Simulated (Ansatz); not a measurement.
For TaAs (Pm-3m), PBEsol, DFPT electron-phonon coupling, linearised Boltzmann equation run with Ansatz (a program for electronic structure) gives a transport coupling λ_tr = 0.416 and a Drude plasma energy ħω_p = 5.12 eV.

Problem. Estimate the resistivity at 300 K from the high-temperature formula ρ = 2π λ_tr k_B T / (ħ ε₀ ω_p²), and say how the full Boltzmann solution compares.

Solution. The scattering rate is 1/τ = 2π λ_tr k_B T/ħ = 1.03e14 s⁻¹ and ω_p = 7.78e15 s⁻¹, so ρ ≈ 19.2 μΩ·cm. The Boltzmann solution gives 17.7 μΩ·cm, 0.92 times the estimate.

A metal at this level (no band gap). Only scattering by harmonic phonons is included (no impurities, grain boundaries, electron-electron scattering or thermal expansion). Spin-orbit coupling is left out, which matters with elements this heavy. The squared frequency of the phonon mode least converged on the k mesh is uncertain by 13 %. Halving the electron mesh (28x28x28) moves the resistivity by up to 4 % at 300 K, the coupling by up to 5 %. Smearing 0.20 eV; phonons on a 4x4x4 q mesh, which this run doesn't test.

Computed structure, not matched to a measured one here, so possibly hypothetical: TaAs (Pm-3m).
